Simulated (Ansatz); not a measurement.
Base system: SiGe in the wurtzite structure (space group P6_3mc, No. 186; a = 3.9041 Å, c = 6.4549 Å; a model cell, its experimental status unchecked).

Method: r2SCAN (Ansatz, a program for electronic structure; PAW; 500 eV plane waves; no spin-orbit coupling).

Carriers are added at fixed cell with a uniform background; the Fermi–Dirac width is that of 300 K.

One change was made to it. Results:

```json
[
 {"quantity": "gap between the host's bands", "base": "0.66 eV", "after": "0.69 eV"},
 {"quantity": "gap character", "base": "indirect, Γ → M", "after": "indirect, Γ → M"},
 {"quantity": "Fermi level relative to the doped band's edge (positive inside the band; to 0.05 eV)", "base": "–", "after": "+0.70 eV"}
]
```

### Question
Name the change that was made.
A) holes 2.0×10^21 cm⁻³
B) electrons 2.0×10^21 cm⁻³
C) holes 7.0×10^21 cm⁻³

### Answer
A, holes 2.0×10^21 cm⁻³. For comparison, the Fermi level from band edge in the other runs: holes 7.0×10^21 cm⁻³ gives +1.35 eV; electrons 2.0×10^21 cm⁻³ gives +0.25 eV.

Carriers are added with a uniform compensating background; total energy and stress of such cells depend on the potential's zero and are not compared; many-body gap narrowing is missing at this level. No phonon test of stability was made.
